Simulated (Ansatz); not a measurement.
Reference: AlP (F-43m), PBEsol with spin-orbit coupling, rigid bands (plane waves, PAW; Ansatz, a program for electronic structure); axes and stresses refer to this cell.

```xyz
2
Lattice="0.0000 2.7352 2.7352 2.7352 0.0000 2.7352 2.7352 2.7352 0.0000" Properties=species:S:1:pos:R:3 pbc="T T T"
Al     0.0000     0.0000     0.0000
P      4.1029     4.1029     4.1029
```

- hole conductivity mass: 0.68 mₑ
- band gap: 1.43 eV
- Seebeck coefficient, p-type 1e19 cm⁻³: 399 μV/K

**Question.** Change: biaxial stress xx = yy = -2 GPa (compression positive). What happens to hole conductivity mass, band gap, Seebeck coefficient, p-type 1e19 cm⁻³?

**Answer.** hole conductivity mass shrinks to 0.58 mₑ; band gap drops to 1.26 eV; Seebeck coefficient, p-type 1e19 cm⁻³ decreases to 305 μV/K.

**Question.** Change: hydrostatic pressure 10 GPa. What happens to hole conductivity mass, band gap, Seebeck coefficient, p-type 1e19 cm⁻³?

**Answer.** hole conductivity mass falls to 0.66 mₑ; band gap falls to 1.23 eV; Seebeck coefficient, p-type 1e19 cm⁻³ moves little, to 400 μV/K.

**Question.** Change: hydrostatic pressure 5 GPa. What happens to hole conductivity mass, band gap, Seebeck coefficient, p-type 1e19 cm⁻³?

**Answer.** hole conductivity mass moves little, to 0.67 mₑ; band gap decreases to 1.33 eV; Seebeck coefficient, p-type 1e19 cm⁻³ moves little, to 400 μV/K.

**Question.** Change: uniaxial stress along [110] of -2 GPa (compression positive). What happens to hole conductivity mass, band gap, Seebeck coefficient, p-type 1e19 cm⁻³?

**Answer.** hole conductivity mass falls to 0.65 mₑ; band gap falls to 1.33 eV; Seebeck coefficient, p-type 1e19 cm⁻³ decreases to 367 μV/K.

**Question.** Change: uniaxial stress along [110] of 1 GPa (compression positive). What happens to hole conductivity mass, band gap, Seebeck coefficient, p-type 1e19 cm⁻³?

**Answer.** hole conductivity mass drops to 0.59 mₑ; band gap shrinks to 1.37 eV; Seebeck coefficient, p-type 1e19 cm⁻³ falls to 370 μV/K.

**Question.** Change: uniaxial stress along [111] of 2 GPa (compression positive). What happens to hole conductivity mass, band gap, Seebeck coefficient, p-type 1e19 cm⁻³?

**Answer.** hole conductivity mass shrinks to 0.51 mₑ; band gap falls to 1.33 eV; Seebeck coefficient, p-type 1e19 cm⁻³ drops to 312 μV/K.

Masses are for dilute carriers at 300 K, harmonic means over directions unless an axis is named. Seebeck coefficients are for the stated density at 300 K, with one relaxation time for all states and whether or not that doping can be reached. Stresses and pressures are the targets of the relaxation.  The structure type is held under load, also where the real crystal would transform.
